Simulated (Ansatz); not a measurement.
(Ni,Pt)Ge: NiPtGe₂

A 16-atom cell of (Ni,Pt)Ge started in the MnP type structure, site fractions Ni 0.500, Pt 0.500, short-range order 0.00 among the nearest mixed sites of the first mixed sublattice (0 is random, a negative value favours unlike neighbours), space group P-1 at the end.

The mixing enthalpy is taken against the end members in the MnP type type (which need not be the stable form of every end member), relaxed in the same cell and mesh.

Computed with PBE (plane waves to 420 eV, PAW; Ansatz, a quantum-chemistry and plane-wave program). Scalar-relativistic, without spin–orbit coupling; the runs are not spin-polarised. Its k-point mesh 6×6×6, Fermi–Dirac width 0.05 eV.

* **volume per atom**: 15.38 Å³
* **Ge–Pt bonds (within 1.22 times the sum of covalent radii)**: 2.576 Å on average, from 2.463 to 2.704 (24)
* **Ge–Ni bonds (within 1.22 times the sum of covalent radii)**: 2.500 Å on average, from 2.362 to 2.679 (24)
* **mixing enthalpy per site of the mixed sublattice**: 13 meV
* **departure of the mean lattice parameter from Vegard's line**: +0.3 %

```xyz
16
Lattice="-5.5859 3.6421 0.0155 5.5777 3.6260 -0.0022 0.0137 -3.6450 -6.0733" Properties=species:S:1:pos:R:3 pbc="T T T"
Ge    -1.0245     2.6694    -2.4473
Ge     4.5331     2.7346    -2.5999
Ge    -4.5519     0.9619    -3.6039
Ge     1.0542     0.8806    -3.4689
Ge    -1.7977     0.8169    -5.5129
Ge     3.9277     0.9850    -5.5388
Ge    -3.7786     2.8144    -0.5383
Ge     1.6596     2.6301    -0.5300
Pt    -2.7672     0.8534    -1.8487
Ni     2.7949     0.9536    -1.8747
Pt    -2.8091     2.7779    -4.2025
Ni     2.7924     2.6615    -4.1941
Pt     0.0411     2.7046    -4.9052
Ni    -0.0276    -0.8682    -4.8906
Pt    -0.0397     4.5526    -1.1482
Ni     0.0372     0.8573    -1.1761
```
